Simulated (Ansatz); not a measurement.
Start from SiC in the zinc blende structure (space group F-43m, No. 216; a = 4.3290 Å). Axes: x, y, z lie along the cube axes.

The values are results of LDA (Ansatz, a program for electronic structure; PAW; 420 eV plane waves; no SOC), not measurements.

For the base:

The valley order is X along ⟨100⟩ 1.30 eV and the electron mass is 0.68 mₑ along k, 0.23 mₑ across (at X).

Now apply this change: uniaxial strain ε_zz = +2.50 %, all other strain components held at zero, atoms relaxed at fixed cell.

Question: Predict the new stress, valley order, energy relative to the base and electron mass.

Answer: The stress (xx, yy, zz, yz, xz, xy; compression positive) is (-3.20, -3.20, -9.94, 0.00, 0.00, 0.00) GPa; the valley order (the lowest conduction-band minima on the path, energy above the VBM, named in the base's zone) becomes X along [010] 1.19 eV; X along [001] 1.42 eV (base: X along ⟨100⟩ 1.30 eV); the energy grows by 7.9 meV/atom; the electron mass becomes 0.67 mₑ along k, 0.23 mₑ across (at X) (base: 0.68 mₑ along k, 0.23 mₑ across (at X)).

The levels and masses belong to the bands next to the band gap. Masses are band curvatures over ±0.01 Å⁻¹ around the edge. Along k means along the line from Γ to the band edge. Stability against distortions was not tested.
